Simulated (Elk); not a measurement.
A self-consistent single point of Be₄NiGe (F-43m, 6 atoms in the cell) with Elk.

Computed with LDA (PW92), all-electron FP-LAPW, Elk's shipped species files, default APW+lo basis run with Elk.

```yaml
crystal:
  lattice:
    - [0.00000, 3.06591, 3.06591]
    - [3.06591, 0.00000, 3.06591]
    - [3.06591, 3.06591, 0.00000]
  atoms:
    - { symbol: Be, position: [0.37674, 0.37674, 0.37674] }
    - { symbol: Be, position: [0.86978, 0.37674, 0.37674] }
    - { symbol: Be, position: [0.37674, 0.37674, 0.86978] }
    - { symbol: Be, position: [0.37674, 0.86978, 0.37674] }
    - { symbol: Ni, position: [0.75000, 0.75000, 0.75000] }
    - { symbol: Ge, position: [0.00000, 0.00000, 0.00000] }
```

Reference input (self-consistent single point, DFT, LDA (PW92), all-electron FP-LAPW, Elk's shipped species files, default APW+lo basis): xctype = 3; rgkmax = 7; stype = 3; swidth = 0.00183747 Ha; ngridk = 12 12 12; rmtscf = 0.98. This run's input differs from it in these lines:

```diff
@@ -45,3 +45,3 @@
 ngridk
-  12 12 12
+  6 6 6
```

Output, abridged:

```
│ Self-consistent loop started │
│ Loop number : 1 │
 total energy                :     -3675.25065513
│ Loop number : 2 │
 total energy                :     -3674.93609090
RMS change in Kohn-Sham potential (target) :   0.1421648213     (  0.1000000000E-05)
Absolute change in total energy (target)   :   0.3145642235     (  0.1000000000E-03)
│ Loop number : 3 │
 total energy                :     -3675.82804232
RMS change in Kohn-Sham potential (target) :   0.1408738393     (  0.1000000000E-05)
Absolute change in total energy (target)   :   0.8133103665     (  0.1000000000E-03)
│ Loop number : 4 │
   [... lines left out ...]
Absolute change in total energy (target)   :   0.1320968743E-02 (  0.1000000000E-03)
│ Loop number : 15 │
 total energy                :     -3673.01454836
RMS change in Kohn-Sham potential (target) :   0.6947832322E-06 (  0.1000000000E-05)
Absolute change in total energy (target)   :   0.3844444414E-03 (  0.1000000000E-03)
│ Loop number : 16 │
 total energy                :     -3673.01451514
RMS change in Kohn-Sham potential (target) :   0.5550638481E-06 (  0.1000000000E-05)
Absolute change in total energy (target)   :   0.6289121984E-04 (  0.1000000000E-03)
Convergence targets achieved

│ Loop number : 17 │

Energies :
 Fermi                       :     0.305658957956
 total energy                :     -3673.01448463

Density of states at Fermi energy :    38.25396486
 (states/Hartree/unit cell)

Estimated indirect band gap :   0.5171454045E-02
 from k-point     18 to k-point     14
Estimated direct band gap   :   0.1260734509E-01
 at k-point     10

Charges :
 core                        :    38.00000000
 valence                     :    38.00000000
 interstitial                :    6.865020323
 muffin-tins (core leakage)
  species :    1 (Be)
   atom    1                 :    2.828611824     (  0.1530300435E-02)
   atom    2                 :    2.828611824     (  0.1530300435E-02)
   atom    3                 :    2.828611824     (  0.1530300435E-02)
   atom    4                 :    2.828611824     (  0.1530300435E-02)
  species :    2 (Ni)
   atom    1                 :    27.28230883     (  0.3815383335E-03)
  species :    3 (Ge)
   atom    1                 :    30.53822355     (  0.4584250236E-03)
 total in muffin-tins        :    69.13497968
 total calculated charge     :    75.97940578
 total charge                :    76.00000000
 error                       :   0.2059422032E-01

│ Self-consistent loop stopped │
```

The run converged in 17 iterations. The count includes the last loop, which Elk runs after its targets are met. Against the reference run the free energy goes down by 4.0 meV/atom.

The starting cell comes from a database of computed structures (which also holds hypothetical and non-ambient phases and stackings), without a prior relaxation at this level. Spin polarisation is off. Values depend on the basis (sphere radii, cutoffs, local orbitals), which need not be converged. The log's line on a gap gives a spacing of levels on this mesh, which the program prints for metals too.
